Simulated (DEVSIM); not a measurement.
Device: Au/Al2O3/p-Si capacitor, at 300 K.

```tsv
layer (left to right)	material	thickness (nm)	Na (cm⁻³)
1	Al2O3	3.00	-
2	Si	6800	7.2e15
```

Metal gate on the left, work function 5.1 eV. Fixed charge at the semiconductor interface 3.3e10 cm⁻² (in units of +e); interface traps 2.8e12 cm⁻² eV⁻¹, uniform in energy, neutral level at 0.5 of the gap above the valence band.

Constants are typed, rounded textbook-type inputs, not results; the design itself was drawn at random and stands for no fabricated device. Values at 300 K; Nc and Nv go as T^1.5, mobilities as T to minus their exponent, the gap by Varshni's rule with the affinity fixed.

| parameter | Al2O3 | Si |
|---|---|---|
| gap (eV) | 6.8 | 1.124 |
| affinity (eV) | 1.35 | 4.05 |
| permittivity | 9 | 11.7 |
| Nc (cm⁻³) | - | 2.86e19 |
| Nv (cm⁻³) | - | 3.1e19 |
| Varshni α (eV/K) | - | 0.000473 |
| Varshni β (K) | - | 636 |

Model (solved in DEVSIM): 1D Poisson equation in equilibrium, Boltzmann statistics, complete ionisation; no quantum confinement or tunnelling. Metal contacts follow the ideal Schottky-Mott rule: no Fermi-level pinning, no interface dipoles.

The temperature was swept, all else fixed.

| temperature (K) | threshold voltage (band bending 2φF) (V) | flat-band voltage (V) | minimum of the low-frequency capacitance (μF/cm²) |
|---|---|---|---|
| 250 | 0.96 | 0.02 | 0.406 |
| 300 | 0.91 | 0.08 | 0.408 |
| 350 | 0.86 | 0.15 | 0.411 |
| 400 | 0.80 | 0.21 | 0.415 |
| 450 | 0.75 | 0.28 | 0.422 |
| 500 | 0.69 | 0.35 | 0.433 |

From the first row to the last the threshold voltage (band bending 2φF) goes from 0.96 to 0.69. From the first row to the last the flat-band voltage goes from 0.02 to 0.35.
